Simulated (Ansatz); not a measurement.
System: Al₃BC (P6₃/mmc, No. 194, 10 atoms in the cell; start mp-1228446). Method: PBEsol (plane waves, PAW; Ansatz, a program for electronic structure).

Settings: plane-wave cutoff 520 eV, 12×12×4 k mesh (along the axes of the cell as run), Fermi–Dirac smearing 0.01 eV, scalar-relativistic PAW data made under PBE.

The cell is the one relaxed with PBEsol. Conventional cell: a = 3.4851 Å, b = 3.4851 Å, c = 11.4998 Å, α = 90.00°, β = 90.00°, γ = 120.00°.

```
CELL_PARAMETERS angstrom
      3.48506     0.00000     0.00000
     -1.74253     3.01815     0.00000
      0.00000     0.00000    11.49983
ATOMIC_POSITIONS crystal
  Al 0.66667 0.33333 0.92425
  Al 0.33333 0.66667 0.07575
  Al 0.33333 0.66667 0.42425
  Al 0.66667 0.33333 0.57575
  Al 0.00000 0.00000 0.75000
  Al 0.00000 0.00000 0.25000
  B  0.00000 0.00000 0.00000
  B  0.00000 0.00000 0.50000
  C  0.33333 0.66667 0.25000
  C  0.66667 0.33333 0.75000
```

Q: List the 24 lowest band energies at Γ above −25 eV (eV, relative to the valence band maximum), grouping those that round alike.

A: At Γ: -13.68, -13.31, -11.61, -10.33, -7.87, -4.96, -3.99, -2.23 (×2), -2.18 (×2), -0.62, -0.13 (×2), 0.00 (×2), 1.61, 3.46, 3.90 (×2), 4.07, 4.15 (×2), 5.39.

A start named mp-… is a Materials Project structure, which need not be a measured phase.
